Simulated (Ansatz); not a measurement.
## AlB2-type ZrB2

Computed with r²SCAN-D4 in Ansatz (PAW).

Settings: plane-wave cutoff 500 eV, 18×18×12 k mesh (along the axes of the cell as run), Fermi–Dirac smearing 0.05 eV, scalar-relativistic PAW data made under PBE.

Cell (relaxed at this level):

ZrB2 is taken in the hexagonal space group P6/mmm (No. 191), Pearson symbol hP3. Cell: a = b = 3.161 Å, c = 3.534 Å, α = β = 90.00°, γ = 120.00°. Zr on 1a is surrounded by 12 B at 2.540 Å. B on 2d is surrounded by 3 B at 1.825 Å and 6 Zr at 2.540 Å. (Neighbours: up to the widest gap in distance over summed covalent radii, below 1.35, at either atom; cation-cation and far metal-metal contacts left out.)

```yaml
equilibrium_volume_per_atom: 10.20 Å³/atom
lattice_parameter_a: 3.161 Å
c axis length: 3.534 Å
```

Measured, for comparison: lattice constant a 3.17 Å, lattice parameter c 3.532 Å (room temperature, not corrected to a static lattice; as tabulated in Zhang et al. (2020), arXiv:1911.03307). Computed (rounded) less measured: lattice constant a -0.3 %, lattice parameter c +0.1 %.

Computing time: roughly 50 core-seconds.

Ansatz is a first-principles code.
